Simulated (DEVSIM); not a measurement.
System: Mo/Si3N4/n-Si capacitor, at 250 K.

```csv
layer (left to right),material,thickness (nm),Nd (cm⁻³)
1,Si3N4,22.0,-
2,Si,770,5.6e17
```

Metal gate on the left, work function 4.6 eV. Fixed charge at the semiconductor interface 0 cm⁻² (in units of +e); no interface traps.

This is a model device: material constants are rounded textbook-type values typed into the input, and sizes, dopings and lifetimes were drawn at random. Values at 300 K; Nc and Nv go as T^1.5, mobilities as T to minus their exponent, the gap by Varshni's rule with the affinity fixed.

| parameter | Si3N4 | Si |
|---|---|---|
| gap (eV) | 5.1 | 1.124 |
| affinity (eV) | 2.1 | 4.05 |
| permittivity | 7.5 | 11.7 |
| Nc (cm⁻³) | - | 2.86e19 |
| Nv (cm⁻³) | - | 3.1e19 |
| Varshni α (eV/K) | - | 0.000473 |
| Varshni β (K) | - | 636 |

DEVSIM, 1D Poisson equation in equilibrium, Boltzmann statistics, complete ionisation; no quantum confinement or tunnelling. Metal contacts follow the ideal Schottky-Mott rule: no Fermi-level pinning, no interface dipoles.

### Question
Give the band bending (positive: bands bend down) and minority sheet density.

### Answer

```
Vg (V)  ψs (V)  minority carriers (cm⁻²)
------  ------  ------------------------
-2.4    -1.048                    7.1e11
-1.8    -0.918                     2.0e9
-1.2    -0.592                     < 1e8
-0.6    -0.307                     < 1e8
0       -0.092                     < 1e8
0.6      0.015                     < 1e8
1.2      0.057                     < 1e8
```
